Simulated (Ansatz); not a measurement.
Ansatz (a program for electronic structure), DFT, PBE, plane waves, its soft PAW files of 3 December: LuSb2, supercell, atoms displaced (from the phase in space group 21, mp-1008902) (Sb18Lu9), 27 atoms. Basis and mesh were picked for this test and aren't claimed converged.

```json
{
  "cell": "10.67, 10.67, 8.63 Å; 90, 90, 125°",
  "distance_to_the_nearest_atom": "2.98 to 3.08 Å",
  "task": "single point",
  "k mesh": "2×2×2",
  "hamiltonian.xc": "pbe",
  "kind_of_files": "paw",
  "scf.occupations.method": "fermi_dirac",
  "scf.occupations.width": "0.05 eV",
  "output.forces": "true",
  "binding of workers (--pin)": "off",
  "k-point pools (--kpoint-pools)": "1",
  "memory maximum (--max-ram)": "8GiB",
  "accuracy": "medium (default)",
  "basis.precision": "auto (default)",
  "basis.xc_grid": "2 (default)",
  "scf.eigensolver.kind": "auto (default)",
  "scf.convergence.dr2_threshold": "8.05077e-07 (default)",
  "scf.lower_state_search": "light (default)",
  "k-points after symmetry": "8",
  "bands_at_the_start": "275",
  "electrons": "495",
  "plane waves at Γ": "15711",
  "cutoff (eV)": "420",
  "FFT grid": "72×72×60",
  "symmetry_operations": "1"
}
```

One run each.

All on 4 threads. Base settings, kept where nothing else is said: scf.mixing.algorithm = auto (default), scf.mixing.preconditioner = auto (default) (scf.mixing.beta, scf.mixing.ndim not set). The settings tried:
- scf.mixing.preconditioner = kerker_dos
- scf.mixing.preconditioner = local_kerker
- scf.mixing.algorithm = broyden, scf.mixing.beta = 0.7
- scf.mixing.algorithm = msr1
- scf.mixing.preconditioner = none
- scf.mixing.algorithm = anderson
- scf.mixing.algorithm = broyden, scf.mixing.preconditioner = none
- scf.mixing.algorithm = broyden
- scf.mixing.algorithm = broyden, scf.mixing.beta = 1
- scf.mixing.algorithm = anderson, scf.mixing.ndim = 1
- scf.mixing.algorithm = broyden, scf.mixing.beta = 0.3
- scf.mixing.algorithm = broyden, scf.mixing.preconditioner = kerker
- scf.mixing.algorithm = broyden, scf.mixing.beta = 0.1
- scf.mixing.preconditioner = resta
- the base settings
- scf.mixing.preconditioner = ldos
- scf.mixing.preconditioner = kerker

Q: Which settings need the fewest SCF iterations, which the most, and do any fail to converge?

A: Fewest SCF iterations, with those close behind: the base settings (11); scf.mixing.algorithm = msr1 (11); scf.mixing.preconditioner = ldos (11); scf.mixing.algorithm = broyden, scf.mixing.beta = 0.7 (12); scf.mixing.preconditioner = local_kerker (13); scf.mixing.algorithm = broyden, scf.mixing.beta = 0.3 (13); scf.mixing.preconditioner = kerker_dos (14). Most among those that reach the base run's result: scf.mixing.algorithm = broyden, scf.mixing.preconditioner = none (21); scf.mixing.preconditioner = resta (20); scf.mixing.preconditioner = none (20); scf.mixing.algorithm = broyden, scf.mixing.beta = 0.1 (19); scf.mixing.algorithm = broyden, scf.mixing.preconditioner = kerker (18). No count from: scf.mixing.algorithm = anderson, scf.mixing.ndim = 1 (unfinished when stopped at the time that we allowed, after 15 SCF iterations). All the others converged. In the base run the program took: scf.mixing.algorithm MSR1, scf.eigensolver.kind band_cg, --slots 4.

| setting | SCF iterations | applications of H to a band | end |
|---|---|---|---|
| the base settings | 11 | 88284 | converged |
| scf.mixing.algorithm = msr1 | 11 | 88284 | converged |
| scf.mixing.preconditioner = ldos | 11 | 88284 | converged |
| scf.mixing.algorithm = broyden, scf.mixing.beta = 0.7 | 12 | 95216 | converged |
| scf.mixing.preconditioner = local_kerker | 13 | 102064 | converged |
| scf.mixing.algorithm = broyden, scf.mixing.beta = 0.3 | 13 | 87811 | converged |
| scf.mixing.preconditioner = kerker_dos | 14 | 111503 | converged |
| scf.mixing.algorithm = broyden | 15 | 119816 | converged |
| scf.mixing.algorithm = anderson | 15 | 112626 | converged |
| scf.mixing.algorithm = broyden, scf.mixing.beta = 1 | 15 | 119816 | converged |
| scf.mixing.preconditioner = kerker | 16 | 116455 | converged |
| scf.mixing.algorithm = broyden, scf.mixing.preconditioner = kerker | 18 | 135413 | converged |
| scf.mixing.algorithm = broyden, scf.mixing.beta = 0.1 | 19 | 123232 | converged |
| scf.mixing.preconditioner = none | 20 | 195711 | converged |
| scf.mixing.preconditioner = resta | 20 | 195711 | converged |
| scf.mixing.algorithm = broyden, scf.mixing.preconditioner = none | 21 | 198494 | converged |

7 planned settings were not run, for want of time.

Keys are those of Ansatz 0.2.
